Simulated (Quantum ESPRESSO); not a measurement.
**Habitual settings against a tight run: LaAl2 (Fd-3m, 6 atoms in the cell)**

Self-consistent single point.

```
LaAl2
1.0
    0.00000     4.00472     4.00472
    4.00472     0.00000     4.00472
    4.00472     4.00472     0.00000
La Al
2 4
Direct
  0.00000   0.00000   0.00000
  0.25000   0.25000   0.25000
  0.62500   0.62500   0.62500
  0.12500   0.62500   0.62500
  0.62500   0.62500   0.12500
  0.62500   0.12500   0.62500
```

Method: PBEsol, GBRV 1.5 ultrasoft (PBESOL) pseudopotentials (plane waves; Quantum ESPRESSO).

Base settings: ecutwfc = 40 Ry; ecutrho = 200 Ry; occupations = smearing; smearing = cold; degauss = 0.019992 Ry; potentials = {La: la_pbesol_v1.uspp.F.UPF, Al: al_pbesol_v1.uspp.F.UPF}; K_POINTS = automatic 6 6 6 0 0 0; conv_thr = 1e-10 Ry.

Tight run (finer mesh or higher cutoff; not a proven limit): ecutwfc: 40 Ry → 56 Ry; ecutrho: 200 Ry → 280 Ry; conv_thr: 1e-10 Ry → 7.3e-11 Ry; K_POINTS: automatic 6 6 6 0 0 0 → automatic 9 9 9 0 0 0. It gave Fermi level (on the code's own zero) 10.46 eV; pressure 1.36 GPa.

Quick runs, as changes from the base:
- A: the base itself
- B: ecutwfc: 40 Ry → 24 Ry; ecutrho: 200 Ry → 120 Ry; conv_thr: 1e-10 Ry → 7.3e-05 Ry; K_POINTS: automatic 6 6 6 0 0 0 → automatic 3 3 3 0 0 0
- C: smearing: cold → gauss; degauss: 0.019992 Ry → 0.036749 Ry; pseudopotentials: {La: la_pbesol_v1.uspp.F.UPF, Al: al_pbesol_v1.uspp.F.UPF} → {La: la_lda_v1.uspp.F.UPF, Al: al_lda_v1.uspp.F.UPF}; K_POINTS: automatic 6 6 6 0 0 0 → automatic 4 4 4 1 1 1 [LDA (PZ)]
- D: ecutwfc: 40 Ry → 28 Ry; ecutrho: 200 Ry → 140 Ry; K_POINTS: automatic 6 6 6 0 0 0 → automatic 4 4 4 0 0 0
- E: ecutwfc: 40 Ry → 20 Ry; ecutrho: 200 Ry → 100 Ry; K_POINTS: automatic 6 6 6 0 0 0 → automatic 2 2 2 0 0 0
- F: ecutwfc: 40 Ry → 24 Ry; ecutrho: 200 Ry → 120 Ry; smearing: cold → mp; degauss: 0.019992 Ry → 0.0147 Ry

Energies are extrapolated to zero smearing width, which holds to low order in the width alone (under cold and Methfessel-Paxton smearing the free energy itself is taken).

Dashes: pressure of B, not trusted under this conv_thr with d or f elements; time of B, E, under 30 s; energy of C, another energy zero.

† marks runs with another functional, U, potentials or spin treatment: their distance from the tight run is not a convergence error alone.

The count of work is k-points × plane waves × bands × iterations; it is no time. Core times come from one kind of shared machine and are given to one figure; runs under 30 s give none.

The starting cell comes from a database of computed structures (which also holds hypothetical and non-ambient phases and stackings), without a prior relaxation at this level. Its lattice was rescaled by a random factor within 2.5 % of one.

```csv
run,energy less tight (meV/atom),pressure less tight (GPa),count of work / tight,core time / tight (rough)
A,-2.1,0.01,0.31,0.4
B,10.7,–,0.016,–
C†,–,-1.62,0.34,0.5
D,-2.3,0.14,0.12,0.2
E,129.4,0.05,0.015,–
F,1.6,-0.05,0.11,0.1
```

Among the runs at the tight run's level, the energy misses run from 1.6 to 129.4 meV/atom.
